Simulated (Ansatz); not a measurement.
Functionals compared on the (110) surface of zinc-blende InP in its 1x1 cell (cut with top plane In + P, bottom plane In + P), outermost plane spacing 2.11 Å in the ideal cut, in Ansatz (plane waves, PAW). The structure was relaxed with PBE; the other rows are single points on it, each with its references at the same level. Cutoff 420 eV (500 eV for r2SCAN). HSE06 used the coarser mesh 4x3x1.

Model: 12-atom slab, In6P6, 10.5 Å thick at the start, 6x5x1 mesh, Fermi-Dirac 0.025 eV, dipole correction, all atoms relaxed; start symmetry kept, larger cells not searched; no spin, no spin-orbit, no U. These notes are the PBE run's.

| functional | surface energy (J/m²) | rough cost of the single point |
|---|---|---|
| PBE | 0.58 | – |
| LDA | [?] | very roughly 70 core-seconds |
| PBEsol | 0.68 | around 80 core-seconds (rough) |
| RPBE | 0.48 | very roughly 80 core-seconds |
| r2SCAN | 0.71 | about 2.5 core-minutes (a rough figure) |
| HSE06 | 0.66 | roughly 22 core-minutes |

Q: Complete the blanks.

A: 
- LDA, surface energy (J/m²): 0.76

Ansatz is an electronic-structure program.
